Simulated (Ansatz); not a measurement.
**Pressure series in Be2C**

Take Be$_{2}$C (space group Fm-3m, No. 225; a = 4.328 Å) as the base.

Cell and atoms are relaxed at each pressure.

Calculations: Ansatz (an electronic-structure program), PBE, PAW, cutoff 420 eV, spin-orbit coupling left out.

Candidates:
(a) pressure 0.7 GPa
(b) pressure −2 GPa
(c) pressure 5 GPa
(d) pressure 7.5 GPa

Base values:

The width of the top valence band comes out as 5.90 eV.

### Question
Order them by width of the top valence band, highest first.

### Answer
(d) pressure 7.5 GPa (6.03 eV), (c) pressure 5 GPa (5.99 eV), (a) pressure 0.7 GPa (5.92 eV), (b) pressure −2 GPa (5.87 eV)

The levels and masses belong to the bands next to the band gap. Load acts through the strain it causes; cell and atoms are relaxed under it. Stability against distortions was not tested. No other phases were tried under pressure.
